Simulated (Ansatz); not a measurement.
Base system: Al in the fcc (Cu type) structure (space group Fm-3m, No. 225).

```
Al
1.0
    0.00000     1.99599     1.99599
    1.99599     0.00000     1.99599
    1.99599     1.99599     0.00000
Al
1
Cartesian
  0.00000   0.00000   0.00000
```

Cartesian axes are those of the cell as printed.

Calculations: plane-wave PAW DFT at the r2SCAN level (Ansatz, a program for electronic structure, 500 eV), no spin-orbit coupling.

Strains are applied to the cell and any free atomic positions relax; under biaxial strain the out-of-plane vector relaxes too.

One change was made to it. Results:

The pressure goes from zero to 1.8 GPa; the energy grows by 1.6 meV/atom.

Which of these changes matches the shifts?
A) biaxial strain −4.86 %, plane normal [111], relaxed out of plane
B) tensor shear ε_xy = +0.61 %
C) biaxial strain −0.77 %, plane normal [001], relaxed out of plane
D) isotropic strain −0.62 %
E) strain tensor (xx, yy, zz, yz, xz, xy) = (−1.19, +0.86, +0.92, +1.00, +0.14, −0.51) %

D, isotropic strain −0.62 %. For comparison, the pressure in the other runs: biaxial strain −4.86 %, plane normal [111], relaxed out of plane gives 7.8 GPa; biaxial strain −0.77 %, plane normal [001], relaxed out of plane gives 0.7 GPa; tensor shear ε_xy = +0.61 % gives 0.0 GPa; strain tensor (xx, yy, zz, yz, xz, xy) = (−1.19, +0.86, +0.92, +1.00, +0.14, −0.51) % gives -0.4 GPa.

Without a gap, meshes like the base's 20×20×20 leave anisotropic stresses uncertain by several tenths of a GPa, and small strain energies with them. No phonon test of stability was made.
